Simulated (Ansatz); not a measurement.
Defect: interstitial Ti in bixbyite In2O3, charge state +4. The step: several atoms move together, Ti the farthest; the atom moves 2.44 Å along (-0.14, -0.13, -0.14) of the unit cell; the moving atom starts with neighbours 6 O at 2.00 Å and ends with O at 1.84, O at 1.86, O at 1.94, O at 2.02, O at 2.37 Å. A PBE band in Ansatz (plane-wave PAW, one k-point at (0.250, 0.250, 0.250), 80 host sites, 47 SCF runs with any check of the saddle's order, static, no finite-size correction) gives a forward barrier of 2.03 eV. The saddle point's order was not checked, and it lies on a symmetry element of the cell, where a band can be held. The charge state is imposed; whether it is stable for some Fermi level was not computed. Sites that were not tried may lie lower. The start lies 0.22 eV above the lowest site run (PBE).

Single points at the band's start and saddle point can refine it. Rough cost of one point, in units of the band's mean SCF on the same machine:

```csv
Level,Cost of one point
"PBE, a 2×2×2 k-point mesh shifted by half a step",about 7
"r2SCAN at 500 eV, one k-point at (0.250, 0.250, 0.250)",about 3
```

**Question.** Which of these move the barrier by more than 0.1 eV, and how far does each move it?

**Answer.** PBE, a 2×2×2 k-point mesh shifted by half a step: 0.00 eV; r2SCAN at 500 eV, one k-point at (0.250, 0.250, 0.250): +0.29 eV. Each functional is compared with PBE at the same k-points.

Ansatz is a first-principles code.
